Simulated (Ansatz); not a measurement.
Base system: C in the diamond structure (space group Fd-3m, No. 227).

C is modelled in the cubic space group Fd-3m, origin choice 1 (No. 227), the diamond structure, Pearson symbol cF8. Conventional cell: a = b = c = 3.532 Å, α = β = γ = 90.00°. C on 8b has 4 C at 1.529 Å (tetrahedral). (Neighbours: up to the widest gap in distance over summed covalent radii, below 1.35, at either atom.)
(The calculation used a cell of 2 atoms; values per cell refer to that cell.)

The values are results of Ansatz (a program for electronic structure) LDA, spin-orbit coupling left out, not measurements.

For the base:

- Pressure: 0.00 GPa
- Band gap: 4.17 eV

The change: an isotropic linear strain of −0.50 %; the atoms relax in the strained cell.

Q: Predict the new pressure.

A: The pressure goes from zero to 7.21 GPa.

Q: What does the calculation give for the energy relative to the base after the change?

A: The energy grows by 1.9 meV/atom.

Q: How does this affect the band gap?

A: The band gap goes up by 0.04 eV to 4.21 eV.

Stability against distortions was not tested.
